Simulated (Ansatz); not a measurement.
Consider Al-vacancy pair (Al on one host In site, one In site vacant) in zinc-blende InP, charge state -3. All values below come from PBE, PAW (plane waves to 420 eV; Ansatz, a program for electronic structure).

Settings: 64 host sites, the relaxed PBE lattice, one k-point at (0.250, 0.250, 0.250), smearing 0.05 eV, spin-restricted, no image-charge correction. Static, classical nuclei. PBE gaps are too small, and in this host the defect's levels may merge with the bands. The charge state is imposed; whether it is stable for some Fermi level was not computed. Forms of the defect that were not tried may lie lower. The start lies 0.036 eV above the lowest site run (PBE).

Barriers: single points on a 2×2×2 k-point mesh shifted by half a step at the bands' geometries (they differ from the bands' own by up to 0.08 eV, and are uncertain by about as much).

The step: one In atom jumps into the vacancy from a nearby In site (Al-vacancy distance between ideal sites 4.21 → 8.43 Å). Atoms about the jump, Cartesian Å from the middle of the jump, before and after:

```tsv
atom	x0	y0	z0	x1	y1	z1
In1	-0.01	1.42	1.42	0.01	-1.42	-1.42
P2	-1.27	-0.15	-0.15	-1.19	0.19	0.19
P3	1.40	-0.17	-2.84	1.58	0.01	-2.95
P4	1.40	-2.84	-0.17	1.58	-2.95	0.01
P5	1.56	2.96	-0.02	1.41	2.86	0.10
P6	1.56	-0.02	2.96	1.41	0.10	2.86
Al7	0.03	-4.40	-4.40	0.09	-4.45	-4.45
```

Task: Give the saddle-point geometry and the barrier.

Result: 
```
atom      x      y      z
----  -----  -----  -----
In1    0.59  -0.13  -0.14
P2    -1.85  -0.51  -0.52
P3     1.58   0.07  -2.76
P4     1.58  -2.75   0.06
P5     1.51   2.77  -0.05
P6     1.51  -0.04   2.76
Al7    0.00  -4.42  -4.43
```
It lies 1.59 eV above the start and 1.62 eV above the end. The saddle point's order was not checked, and it lies on a symmetry element of the cell, where a band can be held.
